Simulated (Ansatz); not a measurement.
# OsO₄ (C2/c, No. 15; cell taken from a computed entry)

Computed with PBE0-D3(BJ) in Ansatz (plane waves, PAW).

Cell: relaxed with PBE-D3(BJ): a = 9.4704 Å, b = 4.5492 Å, c = 8.6799 Å, α = 90.00°, β = 116.52°, γ = 90.00°.

- lattice energy = 59 kJ/mol

Spin–orbit coupling is not included.

Static lattice: no zero-point or thermal effects.

Ansatz is a quantum-chemistry and plane-wave program.
